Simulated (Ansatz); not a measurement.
Take Bi$_{2}$Te$_{2}$Se (space group R-3m, No. 166; a = 4.304 Å, c = 30.843 Å (hexagonal axes); a cell from a computed database, its experimental status unchecked) as the base.

Levels (all Ansatz, a program for electronic structure, PAW): r2SCAN+rVV10 (500 eV, no SOC); HSE06 (420 eV, without spin-orbit coupling).

The geometry is relaxed with r2SCAN+rVV10.

| Item | Value |
|---|---|
| r2SCAN+rVV10 band gap | 0.51 eV |

**Question.** Predict the band gap from HSE06.

**Answer.** The band gap grows by 0.17 eV, from 0.51 eV to 0.68 eV.

Single points use the geometry relaxed with r2SCAN+rVV10. Spin-orbit coupling, missing from the scalar runs, can matter with Bi and Te. Stability against distortions was not tested.
